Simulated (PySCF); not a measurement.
PySCF 2.14.0, PBE0/def2-svp, df: Zn(NH3)4 ([NH3]->[Zn+2](<-[NH3])(<-[NH3])<-[NH3]), charge +2, multiplicity 1, 17 atoms. The geometry is a generated start, not checked to be a minimum at this level.

- task: energy
- method: pbe0
- basis: def2-svp
- two-electron scheme: density fitting
- mol.max_memory: 3000 MB
- mf.max_cycle: 100
- mf.DIIS: CDIIS (default)
- mf.conv_tol: 1e-09 (default)
- mf.grids.level: 3 (default)
- basis functions: 147
- grid points: 193944

```xyz
17

Zn     0.0038    -0.0033    -0.0128
N     -1.5164    -0.9214     1.0269
H     -1.2291    -1.2895     1.9372
H     -1.9291    -1.7196     0.5385
H     -2.3052    -0.3025     1.2314
N     -0.6925     0.6002    -1.8528
H     -0.0738     0.3606    -2.6316
H     -0.8263     1.6122    -1.9270
H     -1.5991     0.1976    -2.1036
N      0.6393     1.6426     1.0477
H      0.9430     1.4243     2.0004
H     -0.0792     2.3622     1.1604
H      1.4340     2.1261     0.6221
N      1.5728    -1.3233    -0.2278
H      1.4669    -2.1770     0.3263
H      2.4788    -0.9388     0.0519
H      1.7121    -1.6504    -1.1873
```

Charge 2 and multiplicity 1 are set for this test and not shown to be the ground state.

With the defaults (mf.diis = true, mf.init_guess = minao, mf.diis_space = 8, mf.diis_damp = 0, newton = off) it converges in 10 Fock builds. One run each on 2 threads, 1 BLAS thread, with these changes:
- mf.diis_damp = 0.3
- mf.init_guess = atom
- mf.diis_space = 12
- mf.init_guess = mod_huckel
- newton = Hessian by the SCF's own integrals
- mf.diis = false
- mf.diis_space = 5
- mf.diis_space = 3
- mf.diis_space = 20

### Question
Name the settings that don't reach the solution of the defaults.

### Answer
No convergence: mf.diis = false (the run ends without SCF convergence in 100 cycles). The rest reach the solution of the defaults.

```tsv
setting	Fock builds	end
the defaults	10	same solution
mf.init_guess = atom	10	same solution
mf.diis_space = 20	10	same solution
mf.diis_space = 12	10	same solution
mf.diis_space = 3	10	same solution
mf.diis_space = 5	10	same solution
mf.diis_damp = 0.3	10	same solution
mf.init_guess = mod_huckel	11	same solution
newton = Hessian by the SCF's own integrals	18	same solution
mf.diis = false	101	no convergence
```

Under newton the count holds the products with the orbital Hessian.
